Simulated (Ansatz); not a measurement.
MoTe2: pressure series

The reference is MoTe2 in the 2H-MoS2 type structure (space group P6_3/mmc, No. 194; a = 3.497 Å, c = 13.697 Å; layered, stacked along the Cartesian z axis).

Cell and atoms are relaxed at each pressure.

Method: PBE-D3(BJ) (Ansatz, a first-principles code), no SOC, earlier PAW set.

Notes on the quantities. enthalpy: H = E + PV relative to the base's energy.

| change | band gap | gap character | enthalpy | volume per atom |
|---|---|---|---|---|
| base | 0.60 eV | indirect, Γ → K–Γ (44 % along) | – | 24.17 Å³ |
| pressure −2 GPa | 0.81 eV | indirect, K → K–Γ (40 % along) | -0.31 eV/atom | 25.75 Å³ |
| pressure −1 GPa | 0.69 eV | indirect, Γ → K–Γ (44 % along) | -0.15 eV/atom | 24.80 Å³ |
| pressure 0.3 GPa | 0.58 eV | indirect, Γ → K–Γ (44 % along) | +0.05 eV/atom | 24.02 Å³ |
| pressure 0.7 GPa | 0.54 eV | indirect, K–Γ (81 % along) → K–Γ (44 % along) | +0.10 eV/atom | 23.82 Å³ |
| pressure 1.5 GPa | 0.47 eV | indirect, K–Γ (81 % along) → K–Γ (44 % along) | +0.22 eV/atom | 23.47 Å³ |
| pressure 5 GPa | 0.19 eV | indirect, K–Γ (88 % along) → K–Γ (44 % along) | +0.72 eV/atom | 22.30 Å³ |
| pressure 7.5 GPa | zero | – | +1.07 eV/atom | 21.67 Å³ |
| pressure 10 GPa | zero | – | +1.40 eV/atom | 21.12 Å³ |

A case with no gap was solved on a k-mesh chosen for an insulator, which is coarse for it. Spin-orbit coupling, missing from the scalar runs, can matter with Te. Load acts through the strain it causes; cell and atoms are relaxed under it. No phonon test of stability was made. No other phases were tried under pressure. All final runs are without spin polarisation. Gaps under 0.05 eV, about the width of the smearing, are given as zero. The D3 term's C6 switches between coordination references near this geometry, which can add small steps to energies. A zero or small gap of MoTe2 under pressure 5 GPa, MoTe2 under pressure 7.5 GPa and MoTe2 under pressure 10 GPa can be the functional's error rather than a property of the material.
